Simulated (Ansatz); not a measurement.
Ansatz (an electronic-structure program) run on YSi₂Rh₃ (P6mm, 6 atoms in the cell): self-consistent single point.

Method: PBEsol, default PAW files made with PBE (plane waves; Ansatz).

The change in words: lattice scaled by 0.98; kpoints.mp_grid.grid: 7 7 9 → 6 6 8. Reference geometry:
```
YSi2Rh3
1.0
    5.45552     0.00000     0.00000
   -2.72776     4.72462     0.00000
    0.00000     0.00000     3.59293
Y Si Rh
1 2 3
Direct
  0.00000   0.00000   0.01392
  0.66667   0.33333   0.00000
  0.33333   0.66667   0.00000
  0.00000   0.50000   0.50000
  0.50000   0.00000   0.50000
  0.50000   0.50000   0.50000
```

Reference input (self-consistent single point, DFT, PBEsol, plane waves, default PAW files made with PBE): basis.ecutwfc = 420 eV; kpoints.mp_grid.grid = 7 7 9; hamiltonian.xc = pbesol; hamiltonian.pseudopotentials = {kind: paw} (the program's default PAW files); scf.occupations.method = fermi_dirac; scf.occupations.width = 0.1 eV. This run's input differs from it in these lines:

Ansatz 0.2 input:
```diff
@@ -2,5 +2,5 @@
   lattice:
-    - [5.45552400, 0.00000000, 0.00000000]
-    - [-2.72776200, 4.72462200, 0.00000000]
-    - [0.00000000, 0.00000000, 3.59292900]
+    - [5.34641400, 0.00000000, 0.00000000]
+    - [-2.67320700, 4.63013000, 0.00000000]
+    - [0.00000000, 0.00000000, 3.52107000]
   atoms:
@@ -15,3 +15,3 @@
 kpoints:
-  mp_grid: { grid: [7, 7, 9] }
+  mp_grid: { grid: [6, 6, 8] }
 hamiltonian:
```

Output (repeated stretches shortened):

```
SCF iter   1: F=—  HF=-24060.421861 eV  |F-HF|=—  |Δ(HF+E_count)|=         —  Δρ=8.41e-3  dr2=7.05e-2  ethr=1.77e-3  ⟨swp⟩=5.8  Hψ=5575  notcnv=0  defer=1
all-band conjugate gradients solve this SCF's bands
preconditioner: auto → Kerker (q_TF=auto, 2.630 Å⁻¹)
SCF iter   2: F=—  HF=-24060.412186 eV  |F-HF|=—  |Δ(HF+E_count)|=   9.68e-3  Δρ=3.54e-3  dr2=1.38e-2  ethr=1.01e-4  ⟨swp⟩=1.0  Hψ=1751  notcnv=0
SCF iter   3: F=—  HF=-24060.410210 eV  |F-HF|=—  |Δ(HF+E_count)|=   1.98e-3  Δρ=7.20e-4  dr2=6.76e-4  ethr=1.97e-5  ⟨swp⟩=2.2  Hψ=1859  notcnv=0
SCF iter   4: F=—  HF=-24060.410093 eV  |F-HF|=—  |Δ(HF+E_count)|=   1.16e-4  Δρ=1.59e-4  dr2=5.69e-5  ethr=9.66e-7  ⟨swp⟩=2.1  Hψ=2101  notcnv=0
SCF iter   5: F=—  HF=-24060.410114 eV  |F-HF|=—  |Δ(HF+E_count)|=   2.07e-5  Δρ=4.56e-5  dr2=1.91e-6  ethr=8.12e-8  ⟨swp⟩=2.1  Hψ=1806  notcnv=0
SCF iter   6: F=-24060.410114 eV  HF=-24060.410114 eV  |F-HF|=2.47e-8  |Δ(HF+E_count)|=   3.31e-7  Δρ=7.60e-6  dr2=6.35e-8  ethr=1.43e-10  ⟨swp⟩=4.5  Hψ=6670  notcnv=0
SCF 1 converged in 6 iterations: F = -24060.410114 eV  dr2 = 6.35e-8
Free energy (F): -24060.410114 eV
Internal energy: -24060.356058 eV  (E = F + TS)
E sigma→0 (E₀):  -24060.383086 eV
Entropy (-TS):   -0.054056 eV (-9.009 meV/atom)
Fermi energy:    17.908623 eV
--- Forces (eV/Å), atoms counted from 1 ---
  atom   1  Y      0.00000000     0.00000000    -0.09550092
  atom   2  Si     0.00000000    -0.00000000    -0.01864812
  atom   3  Si     0.00000000     0.00000000    -0.01864812
  atom   4  Rh     0.00000000     0.00000000     0.04425819
  atom   5  Rh    -0.00000000    -0.00000000     0.04425819
  atom   6  Rh     0.00000000    -0.00000000     0.04425819
--- Stress (GPa, compression-positive) ---
       14.966305       0.000000       0.000000
        0.000000      14.966305       0.000000
        0.000000      -0.000000      22.166789
  P = ⅓ Tr σ = 17.3665 GPa (173.665 kbar)
  The stress holds the Pulay correction. Without it, at fixed plane waves, as pw.x and ABINIT print it: P = 17.2915 GPa
```

The run converged in 6 iterations. Against the reference run the free energy rises by 49.9 meV/atom, the pressure goes from 2.97 to 17.37 GPa and the largest force goes from 0.062 to 0.096 eV/Å.

The starting cell comes from a database of computed structures (which also holds hypothetical and non-ambient phases and stackings), without a prior relaxation at this level. Its lattice was rescaled by up to half a per cent. One atom was moved a little off its site on purpose. For this run, on top of that: lattice scaled by 0.98. Spin polarisation is off. With a pressure of about 17 GPa the cell is away from its equilibrium volume at this level. Ansatz's pressure includes its estimate of the finite-basis (Pulay) stress.
